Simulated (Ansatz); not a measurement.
Seebeck coefficient (μV/K, mean over directions) of n-type BP (F-43m) against carrier density, HSE06, rigid bands (Ansatz, a program for electronic structure). Computed gap 1.95 eV; densities at which minority carriers matter at this gap, or further valleys turn the trend, are left out. Conductivity mass 0.32 mₑ (harmonic mean over directions), N_c = 3.8e19 cm⁻³ at 300 K.

| electron density | 300 K | 500 K |
|---|---|---|
| 1e16 cm⁻³ | -925 | -991 |
| 1e17 cm⁻³ | (withheld) | -792 |
| 1e18 cm⁻³ | (withheld) | -594 |
| 3e18 cm⁻³ | -434 | -499 |
| 1e19 cm⁻³ | -331 | -396 |
| 3e19 cm⁻³ | -241 | -304 |
| 1e20 cm⁻³ | -150 | -206 |
| 3e20 cm⁻³ | -83 | (withheld) |
| 1e21 cm⁻³ | -38 | -64 |

Problem. What belongs in the gaps?

Solution. 
- 1e17 cm⁻³, 300 K: -726
- 1e18 cm⁻³, 300 K: -528
- 3e20 cm⁻³, 500 K: -127

Rigid bands with a gap fixed in temperature, one relaxation time for all states, no polarons or phonon drag, and whether or not such doping can be reached. Spin-orbit coupling is left out. Geometry: cell and atoms relaxed with PBEsol.
